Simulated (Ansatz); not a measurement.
# A computed series for SnO2: response to strain

Take SnO2 in the rutile structure (space group P4_2/mnm, No. 136; a = 4.7692 Å, c = 3.2120 Å) as the base. Axes: x, y, z lie along a, b, c of the conventional cell.

Strains are applied to the cell and any free atomic positions relax; under biaxial strain the out-of-plane vector relaxes too.

Method: Ansatz (a first-principles code) PBEsol, spin-orbit coupling left out.

| change | volume per atom | electron mass | band gap |
|---|---|---|---|
| base | 12.18 Å³ | 0.17 mₑ along c, 0.19 mₑ across (at Γ) | 0.92 eV |
| biaxial strain −3.00 %, plane normal [001], relaxed out of plane | 11.73 Å³ | 0.18 mₑ out of plane, 0.19 mₑ in plane (at Γ) | 1.20 eV |
| biaxial strain −2.40 %, plane normal [001], relaxed out of plane | 11.82 Å³ | 0.18 mₑ out of plane, 0.19 mₑ in plane (at Γ) | 1.14 eV |
| biaxial strain −1.80 %, plane normal [001], relaxed out of plane | ___ | 0.17 mₑ out of plane, 0.19 mₑ in plane (at Γ) | ___ |
| biaxial strain −1.20 %, plane normal [001], relaxed out of plane | 11.99 Å³ | 0.17 mₑ out of plane, 0.19 mₑ in plane (at Γ) | 1.03 eV |
| biaxial strain −0.60 %, plane normal [001], relaxed out of plane | 12.08 Å³ | 0.17 mₑ out of plane, 0.19 mₑ in plane (at Γ) | 0.97 eV |

Question: Fill in the withheld entries from the trend.

Answer: 
- biaxial strain −1.80 %, plane normal [001], relaxed out of plane, volume per atom: 11.90 Å³
- biaxial strain −1.80 %, plane normal [001], relaxed out of plane, band gap: 1.09 eV

Effective masses come from finite differences of ±0.01 Å⁻¹. Whether these cells are dynamically stable was not tested.
